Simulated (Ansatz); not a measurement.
Base system: Cu in the fcc (Cu type) structure (space group Fm-3m, No. 225; relaxed with 0.1 eV smearing).

```
Cu
1.0
    0.00000     1.78951     1.78951
    1.78951     0.00000     1.78951
    1.78951     1.78951     0.00000
Cu
1
Cartesian
  0.00000   0.00000   0.00000
```

Cartesian axes are those of the cell as printed.

Computed with r2SCAN, PAW, 500 eV (Ansatz, a quantum-chemistry and plane-wave program; spin-orbit coupling left out), earlier PAW set.

Before the change:

The pressure comes out as 0.0 GPa and the shortest interatomic distance is 2.531 Å.

Perturbation: the symmetric strain tensor [-0.0134 0.0027 0.0062; 0.0027 0.0021 -0.0042; 0.0062 -0.0042 0.0053], atoms relaxed at fixed cell.

Question: What does the calculation give for the pressure after the change?

Answer: The pressure (mean of the normal stresses, compression positive) goes from zero to 1.1 GPa.

Question: What does the calculation give for the energy relative to the base after the change?

Answer: The energy rises by 1.5 meV/atom.

Question: What does the calculation give for the shortest interatomic distance after the change?

Answer: The shortest interatomic distance shrinks by 0.026 Å to 2.505 Å.

Whether these cells are dynamically stable was not tested. The final runs are not spin-polarised.
